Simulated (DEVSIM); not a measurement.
Structure: illuminated Si n-on-p cell, one wavelength, at 300 K.

Layer 1 from the left is Si, thickness (μm) 0.390, Nd (cm⁻³) 6.5e17, τn (s) 3.6e-9, τp (s) 3.6e-8, absorption coefficient (cm⁻¹) 1800. Layer 2 from the left is Si, thickness (μm) 85.0, Na (cm⁻³) 8.8e16, τn (s) 3e-7, τp (s) 3e-7, absorption coefficient (cm⁻¹) 1800.

Left contact: ohmic, minority hole recombination velocity 4e5 cm/s. Right contact: ohmic, minority electron recombination velocity 6e5 cm/s. Voltage is applied to the left contact. Recombination: SRH at mid-gap, radiative, Auger. Light enters at the left, 4.5e17 photons cm⁻² s⁻¹, one pass, no reflection. Mobility is μmin + (μ − μmin)/(1 + (N/Nref)^α).

Constants are typed, rounded textbook-type inputs, not results; the design itself was drawn at random and stands for no fabricated device. Values at 300 K.

Si: gap (eV) 1.124, affinity (eV) 4.05, permittivity 11.7, Nc (cm⁻³) 2.86e19, Nv (cm⁻³) 3.1e19, μn (cm²/Vs) 1417, μp (cm²/Vs) 470, μn,min 52, μp,min 45, Nref,n 9.7e16, Nref,p 2.2e17, αn 0.68, αp 0.72, B (cm³/s) 4.7e-15, Cn (cm⁶/s) 2.8e-31, Cp (cm⁶/s) 9.9e-32.

Model (solved in DEVSIM): 1D drift-diffusion, Boltzmann statistics, complete ionisation; no tunnelling, impact ionisation, image-force lowering or self-heating.

### Question
What does the simulation give for the share of generated pairs collected at short circuit, the dark forward voltage at 100 A/cm², the short-circuit current, the largest field in the device at zero bias?

### Answer
share of generated pairs collected at short circuit 0.804; dark forward voltage at 100 A/cm² 0.924 V; short-circuit current 58.0 mA/cm²; largest field in the device at zero bias 140000 V/cm.
